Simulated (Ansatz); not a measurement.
Consider BN in the zinc blende structure (space group F-43m, No. 216; a = 3.6247 Å).

Now apply this change: a hydrostatic pressure of 0.7 GPa.

Levels (all Ansatz, a first-principles code, PAW): PBE (420 eV, scalar-relativistic without spin-orbit coupling); HSE06+SOC (420 eV, noncollinear with spin-orbit coupling).

The geometry is relaxed with PBE.

| Item | Result |
|---|---|
| PBE valence-band top at Γ | 0.00, 0.00, 0.00 eV |
| PBE band gap | 4.46 eV |

### Question
Predict the valence-band top at Γ and band gap from HSE06+SOC.

### Answer
The valence-band top at Γ (three highest Kramers pairs, from the VBM) changes from 0.00, 0.00, 0.00 eV to 0.00, 0.00, -0.02 eV; the band gap rises by 1.31 eV, from 4.46 eV to 5.77 eV. The threefold valence maximum splits by Δso ≈ 23 meV.

Single points use the geometry relaxed with PBE. HSE06 was sampled on its mesh, a few special points and the semilocal edge points, so its gap is an upper bound. The spin-orbit shifts are approximate. Load acts through the strain it causes; cell and atoms are relaxed under it. Stability against distortions was not tested.
